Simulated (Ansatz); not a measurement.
**SiO₂ (space group P3_121, No. 152)**

Space group P3₁21 (No. 152); a = b = 5.022 Å, c = 5.510 Å, α = β = 90.00°, γ = 120.00°

| atom | site | symmetry | x | y | z |
|---|---|---|---|---|---|
| Si | 3a | .2. | 0.5233 | 0.5233 | 0.0000 |
| O | 6c | 1 | 0.4145 | 0.2554 | 0.2051 |

Level of theory: DFT with PBE, PAW potentials and a 420 eV plane-wave cutoff in Ansatz (a first-principles code), scalar-relativistic without spin-orbit coupling. Γ-centred 8×8×6 mesh, Fermi–Dirac width 0.05 eV.

| Item | Value |
|---|---|
| Volume per atom | 13.37 Å³ |
| Density | 2.49 g/cm³ |
| Band gap | 5.68 eV, indirect, K → Γ |
| Electron mass | 0.51 mₑ |
| Lowest conduction-band minima above the VBM | Γ 5.68 eV |
| Total energy | -591.358 eV/atom (σ→0; compares only within this code and set-up) |

Masses are band curvatures over ±0.01 Å⁻¹ around the edge. Stability against distortions was not tested.
